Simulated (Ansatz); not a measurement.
A self-consistent single point of Hf (Fm-3m, 1 atom in the cell) with Ansatz (a program for electronic structure).

Computed with LDA (PW92), default PAW files made with PBE (plane waves; Ansatz).

The change in words: lattice scaled by 0.98; basis.ecutrho_ratio: default → 4. Reference geometry:
```xyz
1
Lattice="0.0000 2.2464 2.2464 2.2464 0.0000 2.2464 2.2464 2.2464 0.0000" Properties=species:S:1:pos:R:3 pbc="T T T"
Hf     0.0000     0.0000     0.0000
```

Reference input (self-consistent single point, DFT, LDA (PW92), plane waves, default PAW files made with PBE): basis.ecutwfc = 420 eV; kpoints.mp_grid.grid = 13 13 13; hamiltonian.xc = lda; hamiltonian.pseudopotentials = {kind: paw} (the program's default PAW files); scf.occupations.method = fermi_dirac; scf.occupations.width = 0.1 eV. This run's input differs from it in these lines:

Ansatz 0.2 input:
```diff
@@ -2,5 +2,5 @@
   lattice:
-    - [0.000000, 2.246441, 2.246441]
-    - [2.246441, 0.000000, 2.246441]
-    - [2.246441, 2.246441, 0.000000]
+    - [0.000000, 2.201512, 2.201512]
+    - [2.201512, 0.000000, 2.201512]
+    - [2.201512, 2.201512, 0.000000]
   atoms:
@@ -9,2 +9,3 @@
   ecutwfc: 420.0
+  ecutrho_ratio: 4
 kpoints:
```

Output, abridged:

```
SCF iter   1: F=—  HF=-15476.810447 eV  |F-HF|=—  |Δ(HF+E_count)|=         —  Δρ=4.24e-3  dr2=1.50e-3  ethr=1.77e-3  ⟨swp⟩=5.0  Hψ=5999  notcnv=0
all-band conjugate gradients solve this SCF's bands
preconditioner: auto → none
SCF iter   2: F=—  HF=-15476.810179 eV  |F-HF|=—  |Δ(HF+E_count)|=   2.68e-4  Δρ=2.58e-3  dr2=6.01e-4  ethr=5.76e-6  ⟨swp⟩=2.0  Hψ=2796  notcnv=0
SCF iter   3: F=—  HF=-15476.810194 eV  |F-HF|=—  |Δ(HF+E_count)|=   1.55e-5  Δρ=1.01e-3  dr2=8.54e-5  ethr=2.31e-6  ⟨swp⟩=2.2  Hψ=2008  notcnv=0
SCF iter   4: F=—  HF=-15476.810202 eV  |F-HF|=—  |Δ(HF+E_count)|=   7.43e-6  Δρ=4.00e-5  dr2=8.70e-8  ethr=3.29e-7  ⟨swp⟩=2.6  Hψ=2316  notcnv=0
iter 5 did not close the SCF: its close was put off for the readings that it lacked (scf_convergence_deferred on its scf_iter line)
SCF iter   5: F=-15476.810201 eV  HF=-15476.810201 eV  |F-HF|=1.10e-9  |Δ(HF+E_count)|=   3.07e-7  Δρ=7.39e-6  dr2=4.90e-9  ethr=3.35e-10  ⟨swp⟩=2.7  Hψ=2850  notcnv=0
SCF iter   6: F=-15476.810201 eV  HF=-15476.810201 eV  |F-HF|=4.22e-10  |Δ(HF+E_count)|=  4.55e-10  Δρ=2.06e-6  dr2=7.40e-10  ethr=1.88e-11  ⟨swp⟩=2.3  Hψ=4763  notcnv=0
SCF 1 converged in 6 iterations: F = -15476.810201 eV  dr2 = 7.40e-10
Free energy (F): -15476.810201 eV
Internal energy: -15476.762837 eV  (E = F + TS)
E sigma→0 (E₀):  -15476.786519 eV
Entropy (-TS):   -0.047365 eV (-47.365 meV/atom)
Fermi energy:    20.446604 eV
--- Forces (eV/Å), atoms counted from 1 ---
  atom   1  Hf     0.00000000     0.00000000    -0.00000000
--- Stress (GPa, compression-positive) ---
       -2.875725      -0.000000      -0.000000
        0.000000      -2.875725      -0.000000
       -0.000000      -0.000000      -2.875725
  P = ⅓ Tr σ = -2.8757 GPa (-28.757 kbar)
  The stress holds the Pulay correction. Without it, at fixed plane waves, as pw.x and ABINIT print it: P = -2.9084 GPa
```

The run converged in 6 iterations. Against the reference run the free energy falls by 49.0 meV/atom and the pressure goes from -8.63 to -2.88 GPa.

The starting cell comes from a database of computed structures (which also holds hypothetical and non-ambient phases and stackings), without a prior relaxation at this level. Its lattice was rescaled by up to half a per cent. For this run, on top of that: lattice scaled by 0.98. Ansatz's pressure includes its estimate of the finite-basis (Pulay) stress.
